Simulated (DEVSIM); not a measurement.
System: Schottky contact on n-type GaN, at 300 K.

| layer (left to right) | material | thickness (μm) | Nd (cm⁻³) | τn (s) | τp (s) |
|---|---|---|---|---|---|
| 1 | GaN | 0.580 | 4.1e16 | 8.3e-8 | 8.3e-8 |
| 2 | GaN | 1.50 | 8.6e17 | 8.3e-8 | 8.3e-8 |

Left contact: Schottky, work function 5.6 eV, emission velocity 4.4e6 cm/s. Right contact: ohmic. Voltage is applied to the left contact. Recombination: SRH at mid-gap, Auger. Mobility is μmin + (μ − μmin)/(1 + (N/Nref)^α).

The device is made up for the run: typed textbook-type constants, with dimensions and the other settings drawn at random. Values at 300 K; Nc and Nv go as T^1.5, mobilities as T to minus their exponent, the gap by Varshni's rule with the affinity fixed.

| parameter | GaN |
|---|---|
| gap (eV) | 3.43 |
| affinity (eV) | 4.1 |
| permittivity | 9.5 |
| Nc (cm⁻³) | 2.3e18 |
| Nv (cm⁻³) | 4.6e19 |
| μn (cm²/Vs) | 1200 |
| μp (cm²/Vs) | 100 |
| μn,min | 55 |
| μp,min | 3 |
| Nref,n | 2e17 |
| Nref,p | 3e17 |
| αn | 1 |
| αp | 2 |
| T exponent of μn | 1.5 |
| T exponent of μp | 2 |
| Cn (cm⁶/s) | 1e-30 |
| Cp (cm⁶/s) | 1e-30 |
| Varshni α (eV/K) | 0.00091 |
| Varshni β (K) | 830 |

DEVSIM, 1D drift-diffusion, Boltzmann statistics, complete ionisation; no tunnelling, impact ionisation, image-force lowering or self-heating. Metal contacts follow the ideal Schottky-Mott rule: no Fermi-level pinning, no interface dipoles.

The temperature was swept, all else fixed.

| temperature (K) | dark forward voltage at 1 A/cm² (V) | dark forward voltage at 100 A/cm² (V) | potential step across the device at zero bias (V) |
|---|---|---|---|
| 250 | 1.199 | 1.300 | 1.485 |
| 300 | 1.132 | 1.254 | 1.475 |
| 350 | 1.064 | 1.206 | 1.463 |
| 400 | 0.996 | 1.158 | 1.451 |
| 450 | [?] | [?] | 1.438 |
| 500 | 0.856 | 1.060 | 1.425 |

Q: What belongs in the gaps?

A: 
- 450, dark forward voltage at 1 A/cm² (V): 0.926
- 450, dark forward voltage at 100 A/cm² (V): 1.109
